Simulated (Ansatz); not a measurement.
Base system: InAs in the zinc blende structure (space group F-43m, No. 216; a = 6.026 Å). Axes: x, y, z lie along the cube axes.

Level of theory: plane-wave PAW DFT at the LDA level (Ansatz, a program for electronic structure, 420 eV), no SOC.

Before the change:

| Property | Value |
|---|---|
| Pressure | 0.0 GPa |
| Shortest interatomic distance | 2.609 Å |

One thing is altered: compressive biaxial strain of 0.42 % in the plane normal to [111], as in epitaxy on a mismatched substrate; the out-of-plane cell vector and the atoms relax.

### Question
What happens to the pressure?

### Answer
The pressure (mean of the normal stresses, compression positive) goes from zero to 0.3 GPa.

### Question
What happens to the shortest interatomic distance?

### Answer
The shortest interatomic distance falls by 0.006 Å (2.609 Å → 2.603 Å).

The mesh was chosen for an insulator and is coarse for the gapless case. Stability against distortions was not tested. The final runs are not spin-polarised.
